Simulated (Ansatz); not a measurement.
```xyz
2
Lattice="3.0226 0.0000 0.0000 1.5113 2.6177 0.0000 1.5113 -0.8726 2.4140" Properties=species:S:1:pos:R:3 pbc="T T T"
Mg     0.0000     0.0000     0.0000
O      1.5113     0.8726     1.2070
```

No spin polarisation.

The values are results of DFT with r2SCAN, PAW potentials and a 500 eV plane-wave cutoff in Ansatz (an electronic-structure program), no spin-orbit coupling, not measurements. Γ-centred 13×13×13 mesh, Fermi–Dirac width 0.05 eV.

Task: Predict the band gap, gap character, valence-band top at Γ and electron mass.

Result: 
* **Band gap**: 5.29 eV
* **Gap character**: direct at Γ
* **Valence-band top at Γ (three highest levels, from the VBM)**: 0.00, -0.16, -0.16 eV
* **Electron mass**: 0.38 mₑ out of plane, 0.35 mₑ in plane (at Γ)

The cells carry an imposed strain or load. Masses are band curvatures over ±0.01 Å⁻¹ around the edge. No phonon test of stability was made. The cell was made from MgO in the rock salt structure (space group Fm-3m, No. 225) by this change: biaxial strain +1.67 %, plane normal [111], relaxed out of plane.
